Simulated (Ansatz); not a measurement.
For fluorite AuAl2, PBE+SOC in Ansatz (plane waves, PAW) gives:

```
Property              Value
------------------  -------
lattice constant a  6.046 Å
bulk modulus B0     107 GPa
```

### Question
What does PBE0 in Ansatz (plane waves, PAW) give for the same quantities?

### Answer

- lattice constant a: 6.012 Å (decreases by 0.6 %)
- bulk modulus: 117 GPa (goes up by 9.3 %)

Changes are worked out from the printed values.

Unless a cell is named, each level is at its own relaxed cell (PBE+SOC 18.41, PBE0 18.11 Å³/atom).

Levels without +SOC leave out spin–orbit coupling, which shifts energies and cells of such heavy elements.

Ansatz's density-functional and Hartree–Fock values are scalar-relativistic unless marked +SOC, with PAW data made under PBE.

Ansatz is an electronic-structure program.
